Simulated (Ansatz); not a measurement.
## CdS under a change: S → Si

The reference is CdS in the wurtzite structure (space group P6_3mc, No. 186; a = 4.123 Å, c = 6.711 Å).

Perturbation: Si takes the place of S on all its sites; the structure is relaxed again.

All numbers come from PBEsol (Ansatz, an electronic-structure program), without spin-orbit coupling. k-mesh 12×12×9 (Γ-centred); smearing 0.05 eV (Fermi–Dirac), for the changed cell.

The volume per atom drops by 0.492 Å³ (24.71 Å³ → 24.21 Å³) and the density falls by 0.04 g/cm³, from 4.86 g/cm³ to 4.82 g/cm³. The space group becomes P6_3/mmc (No. 194) (base: P6_3mc (No. 186)) and the band gap becomes zero (base: 1.09 eV).

Final structure:

```
CELL_PARAMETERS angstrom
      4.52308     0.00000     0.00000
     -2.26154     3.91710     0.00000
      0.00000     0.00000     5.46661
ATOMIC_POSITIONS crystal
  Cd 0.66667 0.33333 0.75000
  Cd 0.33333 0.66667 0.25000
  Si 0.66667 0.33333 0.25000
  Si 0.33333 0.66667 0.75000
```

No phonon test of stability was made. As relaxed here, CdSi is a hypothetical phase, not in the database extracts checked. The final runs are not spin-polarised.
